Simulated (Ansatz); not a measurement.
Consider MgO in the rock salt structure (space group Fm-3m, No. 225; a = 4.214 Å). Axes: x, y, z lie along the cube axes.

Computed with DFT with PBEsol, PAW potentials and a 420 eV plane-wave cutoff in Ansatz (a first-principles code), no SOC.

Before the change:

| Quantity | Value |
|---|---|
| Band gap | 4.62 eV |
| Valence-band top at Γ | 0.00, 0.00, 0.00 eV |
| Pressure | 0.01 GPa |
| Electron mass | 0.34 mₑ (at Γ) |

One thing is altered: biaxial strain +1.25 %, plane normal [111], relaxed out of plane (Cartesian); in-plane vectors clamped, the third vector and the atoms free.

Task: Estimate the effect on the band gap.

Result: The band gap decreases by 0.28 eV (4.62 eV → 4.34 eV).

Task: How does this affect the valence-band top at Γ?

Result: The valence-band top at Γ (three highest levels, from the VBM) changes from 0.00, 0.00, 0.00 eV to 0.00, -0.12, -0.12 eV.

Task: How does this affect the pressure?

Result: The pressure (mean of the normal stresses, compression positive) decreases by 3.09 GPa to -3.08 GPa.

Task: Estimate the effect on the ratio −ε⊥/ε∥.

Result: The ratio −ε⊥/ε∥ comes out as 0.35.

Task: What happens to the electron mass?

Result: The electron mass changes from 0.34 mₑ (at Γ) to 0.33 mₑ (at Γ).

Masses are band curvatures over ±0.01 Å⁻¹ around the edge. Whether these cells are dynamically stable was not tested.
